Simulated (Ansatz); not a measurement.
## How the volume per atom of SnS2 (model structure, started from the anatase type, I4₁/amd, No. 141, 6 atoms in the cell) moves with the method

No measured value is used here.

```json
[
 {"level (code)": "PBE (Ansatz)", "value (Å³/atom)": "26.25"},
 {"level (code)": "PBEsol (Ansatz)", "value (Å³/atom)": "24.94"},
 {"level (code)": "PBE-D3(BJ) (Ansatz)", "value (Å³/atom)": "…"}
]
```

### Question
What belongs in the gaps?

### Answer

- PBE-D3(BJ) (Ansatz, a first-principles code), value (Å³/atom): 24.67

Ansatz's density-functional and Hartree–Fock values are scalar-relativistic unless marked +SOC, with PAW data made under PBE.

A model structure was made by putting elements into a prototype or built by hand; it is no filed structure, need not be a known phase, and can be a saddle point held by its symmetry.
